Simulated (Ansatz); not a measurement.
We look at the energy change from cell B to cell A (net 1 Au taken out, other atoms rearranged, in a slab cell with nine atoms a plane). Reaction: cell B → cell A + Au (fcc). The sign is products less reactants.

Cell A: a slab of Au (fcc, Fm-3m) cut along (111), 36 atoms, hexagonal cell of 8.82 Å (67.4 Å²), symmetry P3m1 within 0.02 Å, 9.4 Å thick under 15 Å of vacuum, in-plane vectors held at the crystal's; planes from bottom to top: Au9 × 3 | Au8 | Cs, its two faces unlike (dipole correction applied); Au missing from the crystal's sites; added, foreign or displaced atoms, above the top plane: Cs bound to 6 Au at 3.69 Å; spin state with PBE: run without spin, k-point mesh 5×5×1.
```xyz
36
Lattice="8.8207 0.0000 0.0000 4.4103 7.6389 0.0000 0.0000 0.0000 24.6288" Properties=species:S:1:pos:R:3 pbc="T T T"
Au     0.0000     0.0000     8.0321
Au     1.4645     0.8455    10.4274
Au     2.9386     1.6966    12.7684
Cs     0.0000     0.0000    17.3390
Au     1.4758     2.5464     7.9943
Au     2.9431     3.3934    10.3911
Au     4.4103     4.2457    12.7684
Au     1.4816     2.5585    15.1385
Au     2.9430     5.0876     7.9943
Au     4.4103     5.9479    10.4274
Au     5.8506     6.8074    12.8473
Au     2.9354     5.0766    15.1385
Au     2.9431     0.0049     7.9943
Au     4.4103     0.8521    10.3911
Au     5.8821     1.6966    12.7684
Au     2.9565     0.0039    15.1385
Au     4.4103     2.5463     7.9768
Au     5.8776     3.3934    10.3911
Au     7.3647     4.2520    12.7224
Au     4.4103     2.5463    15.1994
Au     5.8776     5.0876     7.9943
Au     7.3396     5.9477    10.3711
Au     8.8207     6.7738    12.7224
Au     5.8852     5.0766    15.1385
Au     5.8775     0.0049     7.9943
Au     7.3562     0.8455    10.4274
Au     8.8207     1.6631    12.8473
Au     5.8641     0.0039    15.1385
Au     7.3448     2.5464     7.9943
Au     8.8207     3.3824    10.3711
Au    10.2766     4.2520    12.7224
Au     7.3390     2.5585    15.1385
Au     8.8207     5.0926     7.9715
Au    10.3017     5.9477    10.3711
Au    11.7907     6.8074    12.8473
Au     8.8207     5.0926    15.1651
```

Cell B: a slab of Au (fcc, Fm-3m) cut along (111), 37 atoms, hexagonal cell of 8.82 Å (67.4 Å²), symmetry P3m1 within 0.02 Å, 10.2 Å thick under 16 Å of vacuum, in-plane vectors held at the crystal's; planes from bottom to top: Au9 × 4 | Cs, its two faces unlike (dipole correction applied); added, foreign or displaced atoms, above the top plane: Cs bound to 3 Au at 3.48 Å; spin state with PBE: run without spin, k-point mesh 5×5×1.
```
Au36Cs
1.0
    8.82065     0.00000     0.00000
    4.41033     7.63891     0.00000
    0.00000     0.00000    26.15754
Au Cs
36 1
Direct
  0.00001   0.00001   0.30614
  0.11103   0.11103   0.39768
  0.22222   0.22222   0.48818
  0.00007   0.00007   0.58196
  0.99984   0.33341   0.30633
  0.11103   0.44460   0.39768
  0.22142   0.55683   0.48863
  0.99673   0.33497   0.57954
  0.00001   0.66665   0.30614
  0.11067   0.77800   0.39769
  0.22142   0.88842   0.48863
  0.00007   0.66652   0.58196
  0.33341   0.99984   0.30633
  0.44460   0.11103   0.39768
  0.55683   0.22142   0.48863
  0.33497   0.99673   0.57954
  0.33341   0.33341   0.30633
  0.44463   0.44463   0.39802
  0.55556   0.55556   0.48945
  0.33497   0.33497   0.57954
  0.33349   0.66659   0.30635
  0.44463   0.77741   0.39802
  0.55683   0.88842   0.48863
  0.33288   0.66689   0.58170
  0.66665   0.00001   0.30614
  0.77800   0.11067   0.39769
  0.88842   0.22142   0.48863
  0.66652   0.00007   0.58196
  0.66659   0.33349   0.30635
  0.77741   0.44463   0.39802
  0.88842   0.55683   0.48863
  0.66689   0.33288   0.58170
  0.66659   0.66659   0.30635
  0.77800   0.77800   0.39769
  0.88889   0.88889   0.48944
  0.66689   0.66689   0.58170
  0.22222   0.22222   0.69528
```

Reference: Au (fcc, Fm-3m), 9 atoms in the cell, the relaxed perfect crystal repeated, atoms not moved again, k-point mesh 5×5×15 on the run's own vectors.

All numbers come from Ansatz (a quantum-chemistry and plane-wave program), plane waves with PAW, its default PAW set, cutoff 420 eV, 500 eV for r2SCAN. The structures are at rest with PBE, within the held lattices; other levels are single points on them. Neutral cells; Fermi-Dirac smearing of at most 0.10 eV in the solids, energies taken to zero width. The lattices are those relaxed with PBE, so at other levels the solids can be strained, which adds to the spread. Larger cells are relaxed from a start prepared with the learned potential CHGNet, on a coarser mesh till forces fall under 0.03 eV/Å, which some starts already meet. A dispersion term (D3(BJ), or D4 for r2SCAN) was computed beside these levels and is taken off wherever the name lacks it. The PAW files were made for PBE and serve at the other functionals too. Space groups of crystals are read within 0.01 Å. No zero-point or thermal terms. The structures are the rest points that the relaxations reached, not proven lowest. Spin-orbit coupling is left out. Values are for these cell sizes. Cell A has symmetry P3m1 within 0.02 Å and got no random move, so less symmetric positions, which may lie lower, weren't tried. Cell B has symmetry P3m1 within 0.02 Å and got no random move, so less symmetric positions, which may lie lower, weren't tried.

Question: Predict the value from PBE.

Answer: 0.15 eV, for cell B → cell A + Au (fcc).

Question: List the value at the remaining levels and say how far they part.

Answer: 
```tsv
Level	value (eV)	less PBE
r2SCAN	0.15	0.00
```

The levels shown span only 0.00 eV, too little to tell them apart.
